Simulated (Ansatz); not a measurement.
# Phonons of zinc blende GaAs at temperature

Method: the stochastic self-consistent harmonic approximation in a 3×3×3 supercell, LDA density-functional theory in Ansatz (plane waves, PAW). The cell is fixed at its relaxed static size. Melting and transitions to other phases are not modelled. An odd repeat of the supercell leaves out some zone-boundary points, where instabilities often lie. Frequencies in cm⁻¹ at q = (0.00, 0.33, 0.33) (fractions of the primitive reciprocal vectors), each column in ascending order, rows equal in every column written once; i marks an imaginary mode. The auxiliary (Gaussian) frequencies are positive by construction; the free-energy Hessian decides stability.

```json
[
 {"harmonic": "74", "Gaussian 300 K": "73", "Hessian 300 K": "72", "Gaussian 600 K": "72", "Hessian 600 K": "70"},
 {"harmonic": "169", "Gaussian 300 K": "168", "Hessian 300 K": "167", "Gaussian 600 K": "167", "Hessian 600 K": "165"},
 {"harmonic": "254", "Gaussian 300 K": "253", "Hessian 300 K": "248", "Gaussian 600 K": "252", "Hessian 600 K": "243"},
 {"harmonic": "266", "Gaussian 300 K": "265", "Hessian 300 K": "262", "Gaussian 600 K": "263", "Hessian 600 K": "256"}
]
```

| Item | Value |
|---|---|
| pressure at 300 K in this cell | 0.42 ± 0.01 GPa |
| pressure at 600 K in this cell | 0.78 ± 0.01 GPa |
| pressure near 300 K by path-integral sampling of the fitted surface | 0.42 GPa |
| pressure near 600 K by path-integral sampling of the fitted surface | 0.77 GPa |
| static pressure | -0.02 GPa |

Over all wave vectors of the supercell the softest harmonic mode is 56 cm⁻¹ at q = (0.00, 0.00, 0.33); the softest of the Hessian is 54 cm⁻¹ at q = (0.00, 0.00, 0.33) at 300 K (error under 1; the run's verdict: stable), 53 cm⁻¹ at q = (0.00, 0.00, 0.33) at 600 K (error under 1; the run's verdict: stable).

Ansatz is a program for electronic structure.
